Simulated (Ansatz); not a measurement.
An ideal cubic perovskite cell is held by its symmetry; such compounds can tilt or shift off centre at room temperature. The starting structures come from a database of crystals and need not be the phases stable at ambient conditions.

 Where the default PAW files enter, the runs use the earlier of Ansatz's two default sets.

Inside the gap of an insulator the Bloch states are evanescent, with a wavenumber k + iκ along the transport direction.

Given:

```xyz
5
Lattice="4.7633 0.0000 0.0000 0.0000 6.7363 0.0000 0.0000 3.3681 3.3681" Properties=species:S:1:pos:R:3 pbc="T T T"
Cs     0.0000     0.0000     0.0000
Sr     2.3816     3.3681     0.0000
F      2.3816     1.6841     1.6841
F      2.3816     5.0522     1.6841
F      0.0000     3.3681     0.0000
```

Space group of this cell: Pm-3m, cubic perovskite. The cell is taken as given.

Transport runs along the normal of the first two printed cell vectors, the (110) plane of the conventional cell.

The gap is the functional's own. No spin-orbit coupling. Mid-gap values are interpolated on the energy grid.

Task: Estimate the band gap and the smallest decay constant κ at mid-gap that Ansatz (a first-principles code) with r2SCAN returns for this system.

Result: Gap 7.18 eV on a 10×10×10 mesh; κ = 0.491 1/Å, at the zone centre.
